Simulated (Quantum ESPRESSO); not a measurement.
Input and output of a self-consistent single point for ZnFe3C (Pm-3m, 5 atoms in the cell) (Quantum ESPRESSO).

Level of theory: PBEsol, GBRV 1.5 ultrasoft (PBESOL) pseudopotentials (plane waves; Quantum ESPRESSO).

The change in words: lattice scaled by 0.98. Reference geometry:
```
CELL_PARAMETERS angstrom
      3.77289     0.00000     0.00000
      0.00000     3.77289     0.00000
      0.00000     0.00000     3.77289
ATOMIC_POSITIONS crystal
  Zn 0.00000 0.00000 0.00000
  Fe 0.50000 0.00000 0.50000
  Fe 0.00000 0.50000 0.50000
  Fe 0.50000 0.50000 0.00000
  C  0.50000 0.50000 0.50000
```
Moments meant for the start (each program seeds them in its own way; μB, in the order of the atoms Zn Fe Fe Fe C): 0.0 4.0 4.0 4.0 0.0.

Reference input (self-consistent single point, DFT, PBEsol, plane waves, GBRV 1.5 ultrasoft (PBESOL) pseudopotentials): ecutwfc = 50 Ry; ecutrho = 400 Ry; occupations = smearing; smearing = fermi-dirac; degauss = 0.0099958 Ry; nspin = 2; potentials = {Zn: zn_pbesol_v1.uspp.F.UPF, Fe: fe_pbesol_v1.5.uspp.F.UPF, C: c_pbesol_v1.2.uspp.F.UPF}; K_POINTS = automatic 7 7 7 0 0 0; conv_thr = 1e-10 Ry; mixing_beta = 0.3. This run's input differs from it in these lines:

```diff
@@ -10,3 +10,3 @@
   ibrav = 1,
-  A = 3.7728900000,
+  A = 3.6974320000,
   nat = 5,
@@ -31,6 +31,6 @@
 Zn    0.0000000000    0.0000000000    0.0000000000
-Fe    1.8864450000    0.0000000000    1.8864450000
-Fe    0.0000000000    1.8864450000    1.8864450000
-Fe    1.8864450000    1.8864450000    0.0000000000
-C     1.8864450000    1.8864450000    1.8864450000
+Fe    1.8487160000    0.0000000000    1.8487160000
+Fe    0.0000000000    1.8487160000    1.8487160000
+Fe    1.8487160000    1.8487160000    0.0000000000
+C     1.8487160000    1.8487160000    1.8487160000
 K_POINTS {automatic}
```

Output, abridged:

```
     Self-consistent Calculation

     iteration #  1     ecut=    50.00 Ry     beta= 0.30

     total energy              =   -1183.18860532 Ry
     estimated scf accuracy    <      97.04452987 Ry

     total magnetization       =     2.21 Bohr mag/cell
     absolute magnetization    =     2.51 Bohr mag/cell

     iteration #  2     ecut=    50.00 Ry     beta= 0.30

     total energy              =   -1220.48324414 Ry
     estimated scf accuracy    <      72.30663385 Ry

     total magnetization       =     2.98 Bohr mag/cell
     absolute magnetization    =     3.19 Bohr mag/cell

     iteration #  3     ecut=    50.00 Ry     beta= 0.30

   [... lines left out ...]

     total energy              =   -1223.33191810 Ry
     estimated scf accuracy    <          1.1E-10 Ry

     total magnetization       =     3.98 Bohr mag/cell
     absolute magnetization    =     4.60 Bohr mag/cell

     iteration # 23     ecut=    50.00 Ry     beta= 0.30

     Magnetic moment per site  (integrated on atomic sphere of radius R)
     atom   1 (R=0.292)  charge= 18.7601  magn= -0.0479
     atom   2 (R=0.206)  charge= 12.8611  magn=  1.2821
     atom   3 (R=0.206)  charge= 12.8611  magn=  1.2821
     atom   4 (R=0.206)  charge= 12.8611  magn=  1.2821
     atom   5 (R=0.206)  charge=  2.9039  magn= -0.1139
     End of self-consistent calculation

     the Fermi energy is    17.8770 ev

!    total energy              =   -1223.33191810 Ry
     estimated scf accuracy    <          7.9E-12 Ry
     smearing contrib. (-TS)   =      -0.01774971 Ry
     internal energy E=F+TS    =   -1223.31416840 Ry

     total magnetization       =     3.98 Bohr mag/cell
     absolute magnetization    =     4.60 Bohr mag/cell

     convergence has been achieved in  23 iterations

     Forces acting on atoms (cartesian axes, Ry/au):

     atom    1 type  1   force =     0.00000000    0.00000000    0.00000000
   [... zero for the other atoms too ...]

     Total force =     0.000000     Total SCF correction =     0.000000

          total   stress  (Ry/bohr**3)                   (kbar)     P=       44.48
   0.00030236   0.00000000   0.00000000           44.48        0.00        0.00
   0.00000000   0.00030236   0.00000000            0.00       44.48        0.00
   0.00000000   0.00000000   0.00030236            0.00        0.00       44.48

   JOB DONE.
```

The run converged in 23 iterations. Against the reference run the free energy falls by 8.3 meV/atom, the pressure goes from -8.68 to 4.45 GPa and the size of the net moment goes from 0.86 to 0.80 μB/atom.

The starting cell comes from a database of computed structures (which also holds hypothetical and non-ambient phases and stackings), without a prior relaxation at this level. For this run, on top of that: lattice scaled by 0.98. The magnetic order is the one reached from the typed start; others were not searched systematically. With a pressure of about 4 GPa the cell is away from its equilibrium volume at this level.

Cost on one core of a shared machine: roughly 60 s.
